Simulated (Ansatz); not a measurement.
Start from Tl in the hcp (Mg type) structure (space group P6_3/mmc, No. 194; relaxed with 0.1 eV smearing).

```xyz
2
Lattice="3.5551 0.0000 0.0000 -1.7776 3.0788 0.0000 0.0000 0.0000 5.5165" Properties=species:S:1:pos:R:3 pbc="T T T"
Tl     0.0000     2.0525     4.1373
Tl     1.7776     1.0263     1.3791
```

Cartesian axes are those of the cell as printed.

Calculations: r2SCAN (Ansatz, a program for electronic structure; PAW; 500 eV plane waves; no spin-orbit coupling), earlier PAW set.

Base values:

The shortest interatomic distance is 3.438 Å.

Modification: the cell is compressed by 1.35 % along z with no lateral relaxation, atoms relaxed at fixed cell.

**Question.** Predict the new energy relative to the base.

**Answer.** The energy increases by 1.0 meV/atom.

**Question.** How does this affect the shortest interatomic distance?

**Answer.** The shortest interatomic distance falls by 0.030 Å to 3.408 Å.

The cells carry an imposed strain or load. Whether these cells are dynamically stable was not tested.
